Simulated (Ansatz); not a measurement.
The parent structure is Mg$_{2}$Ge in the anti-fluorite structure (space group Fm-3m, No. 225; a = 6.286 Å). Axes: x, y, z lie along the cube axes.

Computed with plane-wave PAW DFT at the LDA level (Ansatz, a quantum-chemistry and plane-wave program, 420 eV), without spin-orbit coupling.

Strains are applied to the cell and any free atomic positions relax; under biaxial strain the out-of-plane vector relaxes too.

One change was made to it. Results:

```json
[
 {"quantity": "valley order (the lowest conduction-band minima on the path, energy above the VBM, named in the base's zone)", "base": "X along ⟨100⟩ 0.10 eV; L along ⟨111⟩ 1.10 eV; Γ 1.16 eV", "after": "X along [001] 0.08 eV; L along [111] 1.01 eV; L along [1-11] 1.06 eV; Γ 1.10 eV"},
 {"quantity": "smallest direct gap", "base": "1.16 eV", "after": "1.10 eV"},
 {"quantity": "valence-band top at Γ (three highest levels, from the VBM)", "base": "0.00, 0.00, 0.00 eV", "after": "0.00, -0.03, -0.03 eV"}
]
```

Question: What was done to the base?
A) biaxial strain −0.42 %, plane normal [111], relaxed out of plane
B) biaxial strain −0.83 %, plane normal [111], relaxed out of plane
C) biaxial strain +0.42 %, plane normal [111], relaxed out of plane
D) biaxial strain +0.83 %, plane normal [111], relaxed out of plane

Answer: C, biaxial strain +0.42 %, plane normal [111], relaxed out of plane. For comparison, the valley order in the other runs: biaxial strain −0.83 %, plane normal [111], relaxed out of plane gives X along [010] 0.06 eV; L along [1-1-1] 1.10 eV; Γ 1.20 eV; L along [111] 1.21 eV; biaxial strain +0.83 %, plane normal [111], relaxed out of plane gives X along [001] 0.06 eV; L along [111] 0.92 eV; L along [1-11] 1.02 eV; Γ 1.03 eV; biaxial strain −0.42 %, plane normal [111], relaxed out of plane gives X along [010] 0.08 eV; L along [1-1-1] 1.10 eV; L along [111] 1.16 eV; Γ 1.18 eV.

Whether these cells are dynamically stable was not tested. A zero or small gap of Mg2Ge can be the functional's error rather than a property of the material.
